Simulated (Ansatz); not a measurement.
Defect migration in beta Ga2O3: interstitial Cl, charge state -1. Level of theory: PBE, PAW (plane waves to 420 eV; Ansatz, a quantum-chemistry and plane-wave program).

Settings: 120 host sites, the relaxed PBE lattice, the Γ point alone, smearing 0.01 eV, spin-restricted, no image-charge correction. No zero-point or tunnelling terms. The charge state is imposed; whether it is stable for some Fermi level was not computed. Sites that were not tried may lie lower.

Barriers: single points on a 2×2×2 k-point mesh shifted by half a step at the bands' geometries.

The step: a concerted move, in which Cl travels most; the atom moves 1.73 Å along (0.01, 0.50, 0.14) of the unit cell; the moving atom starts with neighbours Ga at 2.40, 2 Ga at 2.46, 2 Ga at 2.77, Ga at 2.79; O at 2.39, 2 O at 2.56, 2 O at 2.69, O at 2.90, O at 3.00 Å and ends with Ga at 2.40, 2 Ga at 2.46, 2 Ga at 2.77, Ga at 2.79; O at 2.39, 2 O at 2.56, 2 O at 2.69, O at 2.90, O at 3.00 Å.

**Question.** Estimate the migration barrier of this step that PBE, PAW returns for this input.

**Answer.** 0.17 eV, the same both ways. At the saddle the moving atom has neighbours 2 Ga at 2.34, Ga at 2.65, Ga at 2.66; 2 O at 2.49, 2 O at 2.71, O at 2.79, O at 2.79 Å. The saddle point's order was not checked, and it lies on a symmetry element of the cell, where a band can be held.
